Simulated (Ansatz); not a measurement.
Take KH in the zinc blende structure (space group F-43m, No. 216; a = 6.209 Å; a hypothetical phase, not in the database extracts checked) as the base. Axes: x, y, z lie along the cube axes.

Method: Ansatz (an electronic-structure program), PBE, PAW, cutoff 420 eV, scalar-relativistic without spin-orbit coupling.

Now apply this change: tensor shear ε_yz = +3.07 % (engineering shear γ = 0.0614), atoms relaxed at fixed cell.

### Question
Predict the stress tensor and what it implies for the stiffness.

### Answer
Stress of the strained cell less that of the base (GPa, compression positive):
```
  -0.04    0.00    0.00
   0.00    0.00   -0.37
   0.00   -0.37    0.00
```

Then −Δσ/γ with γ = 2ε = 0.0614 gives secant stiffness values (nonlinear terms included at this strain): C44 ≈ 6.0 GPa.

No phonon test of stability was made.
